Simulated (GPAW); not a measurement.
σyy against uniaxial strain in diamond-structure Sn (space group 227): C12 (GPAW, PBE)

```yaml
crystal:
  lattice:
    - [0.00000, 3.32055, 3.32055]
    - [3.27074, 0.00000, 3.32055]
    - [3.27074, 3.32055, 0.00000]
  atoms:
    - { symbol: Sn, position: [0.50000, 0.50000, 0.50000] }
    - { symbol: Sn, position: [0.75000, 0.75000, 0.75000] }
```

Level of theory: PBE, GPAW PAW datasets PBE (gpaw-data 1.0.1) (plane waves; GPAW). Settings: mode = pw; ecut = 585 eV; xc = PBE; kpts = 10 10 10; mesh shift (steps) = 0 0 0; occupations.name = fermi-dirac; occupations.width = 0.01 eV; nbands = -4; convergence.density = 1e-06 e/electron; convergence.energy = 1e-06 eV/electron; convergence.bands = -2; symmetry.symmorphic = false; symmetry.tolerance = 0.0005; maxiter = 100. The cell above is the first row's. The rows stretch one cube axis (x) by the strain ε and hold the other two. Stress is positive in tension. In all rows fractional positions and the k mesh are held.

| ε (%) | σyy (GPa) |
|---|---|
| -1.5 | -0.391 |
| -1.0 | -0.245 |
| -0.5 | -0.104 |
| 0.0 | 0.036 |
| 0.5 | 0.168 |
| 1.0 | 0.289 |
| 1.5 | 0.404 |
| 2.0 | ? |

Taking a parabola for σyy over the 7 complete rows: Least squares gives σyy = 0.0353 + 0.26607·ε - 0.01290·ε². Residuals (row less fit): 0.0018, -0.0013, -0.0030, 0.0007, 0.0029, 0.0005, -0.0014; standard error 0.0025 (degrees of freedom: 4). The slope at ε = 0, 0.26607 GPa per cent, gives C12 ≈ 100 × 0.26607 = 27 GPa, for the static lattice.

Estimate the missing σyy (ε = 2.0); what did the run itself give?

σyy = 0.0353 + 0.26607 × 2.0 - 0.01290 × 2.0² = 0.5158 GPa. The calculation gives 0.517 GPa, 0.0012 GPa above the prediction (0.1 % of the range of σyy in the table). The row lies outside the fitted rows, so this is an extrapolation. From the scatter of the fitted rows alone, a prediction at this place has a standard error of 0.0047 GPa, so the miss is 0.3 times that.

Carrying the step between the two nearest rows on in a straight line would have given 0.519, off by 0.002; series whose last step already gives the withheld value aren't shown. The reference cell has the volume at which an earlier scan in this program and functional put its minimum by a fit. This is grey tin, the low-temperature phase. The runs keep the symmetry of the cell, so they don't test it for distortions. The unstrained cell stands at a pressure of -0.04 GPa, and the constants belong to that pressure. By symmetry this strain leaves no force on the atoms; the largest in the rows is 0.000 eV/Å. Without a gap such slopes are sensitive to mesh and smearing. Cutoffs and mesh are single choices, not tested for convergence of this quantity. Series with a scatter that would blur these digits, or in which a gap closes, are not shown. Strain series were run only where this level's volume lies within 10 % of a first guess from the measured size.
